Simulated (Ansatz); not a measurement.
# rock-salt TaN (0 0 1) on polar orthorhombic HfO2 (1 0 0) (film strained to the substrate, started from cuts of the bulks and a machine-learned relaxation; slabs Hf20O48 and N30Ta30, which can lie off the formulas)

A periodic stack without vacuum, rock-salt TaN (0 0 1) on polar orthorhombic HfO2 (1 0 0) (film strained to the substrate, started from cuts of the bulks and a machine-learned relaxation; slabs Hf20O48 and N30Ta30, which can lie off the formulas): substrate slab Hf20O48, film N30Ta30, surface cells [[-1, 1], [-1, -1]] and [[-3, -1], [-1, -2]], film strained by +2.6 and +3.3 %, outermost planes O/O and NTa/NTa as cut, which need not be the usual terminations and can put a slab off its formula.

The start was prepared with a machine-learned potential, and the result is one local minimum, with the in-plane cell held and forces under 0.04 eV/Å; the film can end far from its bulk form.

All values below come from PBE (plane waves to 420 eV, PAW; Ansatz, an electronic-structure program). Scalar-relativistic, without spin–orbit coupling; the runs are not spin-polarised; PBE gaps are too small against experiment. Its k-point mesh 4×4×1, Fermi–Dirac width 0.05 eV.

- interface area: 51.7 Å²
- period: 28.33 Å
- heights between the nearest atoms of the two slabs at the two interfaces: 0.67 and 0.55 Å
- Hf–Ta contacts across the interfaces within 1.22 times the sum of covalent radii: 27, mean 3.71 Å
- O–Ta contacts across the interfaces within 1.22 times the sum of covalent radii: 24, mean 2.10 Å

```
CELL_PARAMETERS angstrom
      7.19148     0.00010    -0.02421
     -0.04534     7.19112     0.06106
     -1.27421    -3.34868    28.30609
ATOMIC_POSITIONS crystal
  Hf 0.30772 0.05796 0.10023
  Hf 0.80560 0.56787 0.09994
  Hf 0.56959 0.84099 0.18185
  Hf 0.07134 0.35319 0.18053
  Hf 0.81402 0.03538 0.09109
  Hf 0.27408 0.54581 0.08432
  Hf 0.55493 0.33436 0.19299
  Hf 0.05512 0.84208 0.19387
  O  0.14355 0.07085 0.16343
  O  0.64304 0.55497 0.15905
  O  0.39934 0.78337 0.11754
  O  0.88006 0.29928 0.11982
  O  0.87554 0.12584 0.02840
  O  0.32620 0.70505 0.02237
  O  0.56259 0.46169 0.05010
  O  0.07624 0.92213 0.07522
  O  0.54489 0.09932 0.06106
  O  0.00865 0.50438 0.04926
  O  0.24342 0.25093 0.04543
  O  0.71565 0.77167 0.05258
  O  0.32559 0.34853 0.13499
  O  0.82582 0.83777 0.14058
  O  0.56544 0.08473 0.15029
  O  0.07276 0.59641 0.14246
  Hf 0.33986 0.14701 0.28729
  Hf 0.83818 0.64796 0.28695
  Hf 0.60201 0.92932 0.36945
  Hf 0.10459 0.43319 0.36883
  Hf 0.82260 0.12600 0.27534
  Hf 0.32149 0.62464 0.27469
  Hf 0.59335 0.42182 0.38121
  Hf 0.08868 0.92372 0.37995
  O  0.17301 0.14988 0.34918
  O  0.67523 0.64796 0.34896
  O  0.41744 0.87788 0.30709
  O  0.91271 0.37900 0.30917
  O  0.84019 0.27263 0.21372
  O  0.33389 0.77022 0.21264
  O  0.59402 0.54383 0.25467
  O  0.09526 0.03948 0.25615
  O  0.55707 0.10279 0.24161
  O  0.05352 0.59866 0.23821
  O  0.30276 0.34559 0.22988
  O  0.80246 0.84452 0.23113
  O  0.35634 0.42221 0.32325
  O  0.85635 0.92190 0.32356
  O  0.60856 0.17527 0.33511
  O  0.10735 0.67550 0.33237
  Hf 0.35666 0.23070 0.47301
  Hf 0.88518 0.69827 0.47051
  Hf 0.84989 0.19657 0.46547
  Hf 0.36767 0.70675 0.46429
  O  0.16525 0.17426 0.52958
  O  0.56210 0.72474 0.52952
  O  0.45596 0.97925 0.49127
  O  0.88990 0.47239 0.50773
  O  0.87559 0.37845 0.40826
  O  0.36766 0.86326 0.40161
  O  0.62984 0.63358 0.44114
  O  0.11751 0.13420 0.44037
  O  0.59190 0.19234 0.42921
  O  0.09320 0.68149 0.42586
  O  0.34187 0.43263 0.41589
  O  0.83808 0.93368 0.41636
  O  0.33253 0.48350 0.50824
  O  0.85671 0.95553 0.50894
  O  0.66600 0.24073 0.52575
  O  0.16094 0.78146 0.51876
  N  0.64565 0.14391 0.66302
  N  0.24798 0.33157 0.66466
  N  0.44840 0.72802 0.65473
  N  0.05976 0.95034 0.66369
  N  0.84623 0.54725 0.65549
  N  0.52378 0.43943 0.59203
  N  0.10858 0.56358 0.59044
  N  0.35859 0.98087 0.58882
  N  0.93513 0.21950 0.59307
  N  0.80020 0.85757 0.59181
  N  0.67169 0.18995 0.81808
  N  0.27141 0.41892 0.81783
  N  0.48591 0.80369 0.81480
  N  0.05874 0.02813 0.81449
  N  0.89151 0.61221 0.81437
  N  0.54142 0.48791 0.74528
  N  0.14338 0.67832 0.74572
  N  0.36898 0.10521 0.74207
  N  0.96948 0.25399 0.74239
  N  0.76304 0.87084 0.73908
  N  0.72343 0.29507 0.96821
  N  0.29144 0.38248 0.96866
  N  0.51211 0.92335 0.97412
  N  0.10117 0.03988 0.96543
  N  0.88412 0.69048 0.97010
  N  0.56317 0.55803 0.90508
  N  0.17976 0.72511 0.90046
  N  0.41199 0.13526 0.89617
  N  0.99179 0.33985 0.89428
  N  0.79251 0.94854 0.89207
  Ta 0.55773 0.44237 0.66658
  Ta 0.15049 0.64073 0.66547
  Ta 0.37223 0.01951 0.66572
  Ta 0.92176 0.25472 0.66690
  Ta 0.73993 0.84604 0.66004
  Ta 0.60530 0.99407 0.55310
  Ta 0.24833 0.30574 0.59208
  Ta 0.36203 0.66597 0.57357
  Ta 0.05476 0.96202 0.56945
  Ta 0.81213 0.44603 0.57581
  Ta 0.58040 0.50558 0.82181
  Ta 0.18643 0.73440 0.82350
  Ta 0.36505 0.09837 0.81832
  Ta 0.95337 0.32613 0.81726
  Ta 0.78583 0.89130 0.81813
  Ta 0.66701 0.19922 0.74161
  Ta 0.23935 0.39549 0.73892
  Ta 0.44795 0.78450 0.73592
  Ta 0.09808 0.96370 0.73984
  Ta 0.84770 0.55599 0.73642
  Ta 0.60134 0.67400 0.99375
  Ta 0.15197 0.77517 0.97238
  Ta 0.49195 0.22610 0.00309
  Ta 0.03646 0.30122 0.99341
  Ta 0.80057 0.98303 0.96461
  Ta 0.68809 0.28335 0.89444
  Ta 0.29742 0.40437 0.89672
  Ta 0.48348 0.85400 0.89431
  Ta 0.11272 0.03601 0.89132
  Ta 0.86008 0.63402 0.89280
```
